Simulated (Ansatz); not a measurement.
Base system: InP in the zinc blende structure (space group F-43m, No. 216; a = 5.907 Å). Axes: x, y, z lie along the cube axes.

Level of theory: r2SCAN (Ansatz, a first-principles code; PAW; 500 eV plane waves; without spin-orbit coupling), earlier PAW set.

The change: the cell is stretched by 1.56 % along x with no lateral relaxation, atoms relaxed at fixed cell.

**Question.** Predict the stress tensor and what it implies for the stiffness.

**Answer.** Stress of the strained cell less that of the base (GPa, compression positive):
```
  -1.50    0.00    0.00
   0.00   -0.79    0.00
   0.00    0.00   -0.79
```

Then −Δσ_ii/ε with ε = 0.0156 gives secant stiffness values (nonlinear terms included at this strain): C11 ≈ 96 GPa, C12 ≈ 50 GPa and C13 ≈ 50 GPa.

No phonon test of stability was made.
